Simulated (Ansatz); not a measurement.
The starting structures come from a database of crystals and need not be the phases stable at ambient conditions.

 Where the default PAW files enter, the runs use the earlier of Ansatz's two default sets.

Tunnelling through a barrier is set by its complex band structure: the current falls as exp(−2κd) with the smallest κ.

Data:

```yaml
crystal:
  lattice:
    - [5.69037, 0.00000, 0.00000]
    - [1.77599, 6.32130, 0.00000]
    - [-1.75770, -1.10489, 5.29812]
  atoms:
    - { symbol: Mg, position: [0.34433, 0.83792, 0.86147] }
    - { symbol: Mg, position: [0.65567, 0.16208, 0.13853] }
    - { symbol: Mg, position: [0.86147, 0.66208, 0.34433] }
    - { symbol: Mg, position: [0.13853, 0.33792, 0.65567] }
    - { symbol: B, position: [0.11527, 0.25000, 0.11527] }
    - { symbol: B, position: [0.88473, 0.75000, 0.88473] }
    - { symbol: Br, position: [0.63076, 0.25000, 0.63076] }
    - { symbol: Br, position: [0.36924, 0.75000, 0.36924] }
    - { symbol: N, position: [0.26890, 0.18038, 0.95868] }
    - { symbol: N, position: [0.73110, 0.81962, 0.04132] }
    - { symbol: N, position: [0.95868, 0.31962, 0.26890] }
    - { symbol: N, position: [0.04132, 0.68038, 0.73110] }
```

Space group of this cell: C2/c. The cell is taken as given; by r2SCAN its mean pressure is -2.4 GPa.

Transport runs along the normal of the first two printed cell vectors.

The gap is the functional's own, uncorrected, and κ follows it; spin-orbit coupling is left out. Mid-gap values are interpolated between the computed energies.

Task: Give the band gap and the smallest decay constant κ at mid-gap that Ansatz (an electronic-structure program) with r2SCAN yields.

Result: Gap 3.85 eV on a 6×6×6 mesh; κ = 0.321 1/Å, at the zone centre.
